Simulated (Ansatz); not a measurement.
## CsCl-type KF (model structure)

Calculation: LDA in Ansatz (plane waves, PAW).

Settings: plane-wave cutoff 500 eV, 10×10×10 k mesh, gaussian smearing 0.02 eV, scalar-relativistic PAW data made under PBE.

Cell (relaxed at this level):

```cif
data_FK
_chemical_formula_sum 'K1 F1'
_space_group_name_H-M_alt 'Pm-3m'
_space_group_IT_number 221
_space_group_name_Hall '-P 4 2 3'
_cell_length_a 3.08347
_cell_length_b 3.08347
_cell_length_c 3.08347
_cell_angle_alpha 90.000
_cell_angle_beta 90.000
_cell_angle_gamma 90.000
loop_
_atom_site_label
_atom_site_type_symbol
_atom_site_symmetry_multiplicity
_atom_site_Wyckoff_symbol
_atom_site_fract_x
_atom_site_fract_y
_atom_site_fract_z
_atom_site_occupancy
K1 K 1 a 0.00000 0.00000 0.00000 1
F1 F 1 b 0.50000 0.50000 0.50000 1
```

```
Quantity                        Value
--------  ---------------------------
band gap  7.22 eV (on the SCF k mesh)
```

Note: the relaxation could raise the start's symmetry but not lower it, so the cell can be a saddle point.

The computed numbers hold no vibrational or temperature effects.

Computing time: very roughly 5 core-seconds.

A model structure was made by putting elements into a prototype or built by hand; it is no filed structure, need not be a known phase, and can be a saddle point held by its symmetry.

Ansatz is a quantum-chemistry and plane-wave program.
